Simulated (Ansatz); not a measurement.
Take GaN (space group P-6m2, No. 187; a = 2.9398 Å, c = 2.6553 Å; a hypothetical phase, not in the database extracts checked) as the base.

Levels (all Ansatz, a first-principles code, PAW): PBEsol (420 eV, no SOC); r2SCAN (500 eV, scalar-relativistic without spin-orbit coupling).

The geometry is relaxed with PBEsol.

```
Property          Result
---------------  -------
PBEsol pressure  0.0 GPa
```

Predict the pressure from r2SCAN.

The pressure goes from zero to -0.8 GPa.

Single points use the geometry relaxed with PBEsol. Their cutoffs differ, which shifts pressures a little. No phonon test of stability was made. All final runs are without spin polarisation.
